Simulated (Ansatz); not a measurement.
## Amorphous Si36Ge36

A CHGNet melt-quench gave the starting glass, which DFT then relaxed. The hot cell started wider than the set density and was brought back towards it in steps. It is the lowest in DFT energy of 4 quenches. It is a model cell: composition and starting density were chosen by hand, and all elements were melted together. No dispersion term was used.

These are PBE, scalar-relativistic without spin-orbit coupling (plane waves to 420 eV, PAW; Ansatz, an electronic-structure program) values and carry that method's errors. Geometry, pressure, stress and energy are those of the PBE run. Its sampling: a 2×2×2 Γ-centred mesh; Fermi-Dirac width 0.05 eV; no spin polarisation. The levels at the Fermi energy are partly filled. A closed spacing in one fast-quenched cell at PBE doesn't show the material to be a metal.

```yaml
number_of_atoms_in_the_cell: 72
Density (volume relaxed, without dispersion): 3.81 g/cm³
volume_per_atom: 21.94 Å^3
Pressure on a 2×2×2 Γ-centred mesh: -0.2 kbar
Largest force and stress component on that mesh (the relaxation ran on one k-point at (1/4, 1/4, 1/4)): 0.24 eV/Å and 1.5 GPa
Energy relative to germanium + silicon (lowest mix at this level among the phases computed, not always the ambient ones): 0.322 eV/atom
Gap on a 2×2×2 Γ-centred mesh (PBE): within the smearing (under twice its width)
```

Neighbours within Si-Si 2.72 Å, Si-Ge 2.78 Å, Ge-Ge 2.85 Å count as bonded.

```
Item                                                    Value
-----------------------  ------------------------------------
Mean coordination of Si  4.14 (32 with 4, 3 with 5, 1 with 6)
Mean coordination of Ge  4.03 (5 with 3, 25 with 4, 6 with 5)
Mean Si-Si bond          2.399 Å (spread 0.075 Å, 41 counted)
Mean Ge-Ge bond          2.612 Å (spread 0.087 Å, 39 counted)
```

Its density started from a set value of 3.65 g/cm³. The simulated quench (nominally 100 K/ps over its main leg) is rapid and tends to freeze in more defects than a deposited or slowly cooled glass has. Values belong to this one cell and scatter from quench to quench. The volume was free in the relaxation, at fixed shape. Stress components on the final sampling reach 1.5 GPa. On a 2×2×2 Γ-centred mesh force components of up to 0.24 eV/Å stay, since the relaxation ran on one k-point at (1/4, 1/4, 1/4).
